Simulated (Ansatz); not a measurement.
# ZnGeP2 under a change: In on a P site, symmetric start

The parent structure is a 16-atom supercell of ZnGeP$_{2}$ in the chalcopyrite structure (space group I-42d, No. 122; a = 5.500 Å, c = 10.844 Å) at its relaxed geometry.

Modification: one P atom is replaced by In, atoms relaxed at fixed cell.

The values are results of PBE (Ansatz, a first-principles code, PAW, spin-orbit coupling left out), not measurements. k-mesh 3×4×4 (Γ-centred); smearing 0.01 eV (Fermi–Dirac).

```csv
quantity,base,changed,shift
energy gained by relaxation,–,1.09 eV,–
shift of the substituted atom off its lattice site,–,0.40 Å,–
```

Final structure:

```
CELL_PARAMETERS angstrom
     -5.49991     5.49991     0.00000
      2.74995     2.74995     5.42220
      2.74995     2.74995    -5.42220
ATOMIC_POSITIONS crystal
  Zn 0.25781 0.50779 0.01549
  Zn 0.69996 0.97814 0.51228
  Zn 0.99986 0.97893 0.93211
  Zn 0.50888 0.50583 0.51067
  Ge 0.75553 0.51112 0.00565
  Ge 0.25413 0.00174 0.50846
  Ge 0.01269 0.50387 0.49637
  Ge 0.50348 0.00410 0.01191
  In 0.97214 0.09492 0.34615
  P  0.50706 0.63263 0.88408
  P  0.00739 0.61942 0.87329
  P  0.49352 0.13738 0.37930
  P  0.75787 0.62414 0.37831
  P  0.26069 0.12979 0.88188
  P  0.26398 0.63476 0.38980
  P  0.74500 0.13544 0.87425
```

Other magnetic orders, which the real material may have, were not ruled out. The cell is small, so the values are those of an ordered compound at a high defect concentration; dilute-limit values will differ. The mesh was chosen for an insulator and is coarse for the gapless case. The defect started on the symmetric site and kept its symmetry, so it may sit on a saddle. Seeded moments were not kept for In on a P site. The defect cell is spin-polarised and ends with 0.0 μB.
